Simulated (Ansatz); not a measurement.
**Al2O3 under a change: pressure 15 GPa**

Base system: Al2O3 in the corundum structure (space group R-3c, No. 167; a = 4.774 Å, c = 13.015 Å (hexagonal axes)).

One thing is altered: a hydrostatic pressure of 15 GPa.

All numbers come from PBEsol (Ansatz, a program for electronic structure), no spin-orbit coupling. Γ-centred 8×8×8 mesh, Fermi–Dirac width 0.05 eV.

* **Density**: 4.18 g/cm³ (base 3.96 g/cm³)
* **Lattice parameter a**: 4.690 Å (base 4.774 Å)
* **c/a ratio**: 2.721 (base 2.726)
* **Shortest interatomic distance**: 1.827 Å (base 1.861 Å)
* **Enthalpy H = E + PV relative to the base's energy**: +0.78 eV/atom
* **Band gap**: 6.70 eV (base 6.03 eV)
* **Gap character**: direct at Γ (base direct at Γ)
* **Mean gap deformation potential ΔEg/Δln V**: -12.1 eV
* **Width of the top valence band**: 0.72 eV (base 0.63 eV)
* **Electron mass**: 0.43 mₑ along c, 0.39 mₑ across (at Γ) (base 0.40 mₑ along c, 0.37 mₑ across (at Γ))
* **Valence-band top at Γ (three highest levels, from the VBM)**: 0.00, -0.08, -0.08 eV (base 0.00, -0.04, -0.04 eV)

Cost of the whole job for the changed cell (relaxation, final SCF and bands): very roughly 70 core-seconds.

Load acts through the strain it causes; cell and atoms are relaxed under it. Masses are band curvatures over ±0.01 Å⁻¹ around the edge. No phonon test of stability was made. Competing high-pressure phases were not computed.
